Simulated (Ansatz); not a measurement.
As2O3 (P2₁/c, No. 14; start mp-1581; cell taken from a computed entry) was calculated with r²SCAN+rVV10 (Ansatz, a program for electronic structure, plane waves, PAW).

Numerical settings: plane-wave cutoff 500 eV, 6×10×6 k mesh (along the axes of the cell as run), Fermi–Dirac smearing 0.05 eV, scalar-relativistic PAW data made under PBE.

Cell (relaxed at this level):

```cif
data_As8O12
_chemical_formula_sum 'As8 O12'
_space_group_name_H-M_alt 'P 1'
_space_group_IT_number 1
_cell_length_a 7.95487
_cell_length_b 4.57218
_cell_length_c 10.73912
_cell_angle_alpha 90.000
_cell_angle_beta 124.754
_cell_angle_gamma 90.000
loop_
_space_group_symop_operation_xyz
  'x, y, z'
loop_
_atom_site_label
_atom_site_type_symbol
_atom_site_fract_x
_atom_site_fract_y
_atom_site_fract_z
_atom_site_occupancy
As1 As 0.43716 0.19436 0.12474 1
As2 As 0.56284 0.80564 0.87526 1
As3 As 0.56284 0.69436 0.37526 1
As4 As 0.43716 0.30564 0.62474 1
As5 As 0.08369 0.67971 0.19815 1
As6 As 0.91631 0.32029 0.80185 1
As7 As 0.91631 0.17971 0.30185 1
As8 As 0.08369 0.82029 0.69815 1
O1 O 0.66313 0.16242 0.12724 1
O2 O 0.33687 0.83758 0.87276 1
O3 O 0.33687 0.66242 0.37276 1
O4 O 0.66313 0.33758 0.62724 1
O5 O 0.57248 0.33273 0.31729 1
O6 O 0.42752 0.66727 0.68271 1
O7 O 0.42752 0.83273 0.18271 1
O8 O 0.57248 0.16727 0.81729 1
O9 O 0.03779 0.44144 0.71150 1
O10 O 0.96221 0.55856 0.28850 1
O11 O 0.96221 0.94144 0.78850 1
O12 O 0.03779 0.05856 0.21150 1
```

Question: What does this level give for the band gap?

Answer: 
- band gap: 3.78 eV (on the SCF k mesh)

Note: the relaxation could not lower the start's symmetry, so the cell can be a saddle point above a distorted one.

Spin–orbit coupling is not included.

The computed numbers hold no vibrational or temperature effects.

A start named mp-… is a Materials Project structure, which need not be a measured phase.
